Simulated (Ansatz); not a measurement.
The starting structures come from a database of crystals and need not be the phases stable at ambient conditions.

By PBEsol, the system below comes out a metal.

Data:

```
CELL_PARAMETERS angstrom
      2.47903     0.00000     0.00000
     -1.23952     2.14691     0.00000
      1.23952     0.71564     2.06543
ATOMIC_POSITIONS crystal
  Cu 0.00000 0.00000 0.00000
```

The cell is strained (lengths across the current scaled by 0.98, ions clamped); by PBEsol it stands under a pressure of 5.3 GPa.

The current flows along the normal of the first two printed cell vectors, the (111) (indices of the unstrained crystal) plane of the conventional cell. No spin-orbit coupling; the value is a mean over 0.1 eV about the Fermi level.

### Question
State the ballistic conductance per area according to PBEsol in Ansatz (an electronic-structure program).

### Answer
1.1 × 10¹⁵ S/m² for both spins.
